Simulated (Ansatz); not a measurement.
Cost and result by functional for the surface energy of the (110) surface of rock-salt NaCl in its 1x1 cell (cut with top plane Cl + Na, bottom plane Cl + Na), outermost plane spacing 2.01 Å in the ideal cut, in Ansatz (plane waves, PAW). Single points on the PBE structure, on one kind of machine; costs are rough ratios of the slab run's core time (references not counted) to the cheapest single point. r2SCAN's cost holds its higher cutoff (500 against 420 eV). Differences are taken against HSE06 for comparison alone: no measured value is at hand, so the table doesn't rank accuracy. HSE06 ran on a coarser k-mesh, which lowers its cost and carries part of its shift.

Model: 14-atom slab, Cl7Na7, 12.1 Å thick at the start, 6x5x1 mesh, Fermi-Dirac 0.025 eV, dipole correction, all atoms relaxed; start symmetry kept, larger cells not searched; no spin, no spin-orbit, no U. These notes are the PBE run's.

| functional | relative cost | surface energy (J/m²) | less HSE06 (J/m²) |
|---|---|---|---|
| PBEsol | 1 | 0.35 | 0.01 |
| LDA | 1 | 0.41 | 0.08 |
| RPBE | 1 | 0.26 | -0.07 |
| r2SCAN | 2 | 0.39 | 0.05 |
| HSE06 | 9 | 0.33 | 0.00 |
| PBE (the relaxed run's value) | – | 0.32 | -0.02 |

The values span 0.15 J/m², while the single points' costs differ by a factor of roughly 9. Differences are of unrounded values.

Ansatz is an electronic-structure program.
